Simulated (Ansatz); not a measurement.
**Mg2Ge, response to strain**

Take Mg₂Ge in the anti-fluorite structure (space group Fm-3m, No. 225) as the base.

```
Mg2Ge
1.0
    0.00000     3.18222     3.18222
    3.18222     0.00000     3.18222
    3.18222     3.18222     0.00000
Mg Ge
2 1
Cartesian
  1.59111   1.59111   1.59111
  4.77332   4.77332   4.77332
  0.00000   0.00000   0.00000
```

Strains are applied to the cell and any free atomic positions relax.

All numbers come from Ansatz (a quantum-chemistry and plane-wave program), PBEsol, PAW, cutoff 420 eV, without spin-orbit coupling.

Candidates:
(a) isotropic strain −2.50 %
(b) isotropic strain −1.50 %
(c) isotropic strain +1.50 %
(d) isotropic strain +1.00 %

Notes on the quantities. energy relative to the base: free energy F.

Problem. Order them by energy relative to the base, highest first.

Solution. (a) isotropic strain −2.50 % (+21 meV/atom), (b) isotropic strain −1.50 % (+7.5 meV/atom), (c) isotropic strain +1.50 % (+6.8 meV/atom), (d) isotropic strain +1.00 % (+3.1 meV/atom)

Whether these cells are dynamically stable was not tested. All final runs are without spin polarisation.
